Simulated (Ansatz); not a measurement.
## Effect of Eu → Be on Eu

The reference is Eu in the bcc (W type) structure (space group Im-3m, No. 229; a = 4.236 Å; ferromagnetic).

One thing is altered: Be takes the place of Eu on all its sites, then cell and atoms are relaxed.

Level of theory: plane-wave PAW DFT at the PBEsol level (Ansatz, a quantum-chemistry and plane-wave program, 420 eV), no SOC. k-mesh 26×26×26 (Γ-centred); smearing 0.05 eV (Fermi–Dirac), for the changed cell.

```csv
quantity,base,changed,shift
volume per atom,38.01 Å³,7.74 Å³,-30.262 Å³
density,6.64 g/cm³,1.93 g/cm³,-4.71 g/cm³
lattice parameter a,4.236 Å,2.493 Å,-1.743 Å
space group,Im-3m (No. 229),Im-3m (No. 229),–
shortest interatomic distance,3.669 Å,2.159 Å,-1.510 Å
band gap,zero,zero,–
```

The magnetic state is the one reached from the starting moments; the real material's order can differ, and small cells can't hold many antiferromagnetic ones. The state of the 4f shell was not checked for lower solutions. Stability against distortions was not tested. For Be in this form, whether it has been made was not checked. This is not the structure that Be has at room temperature and ambient pressure.
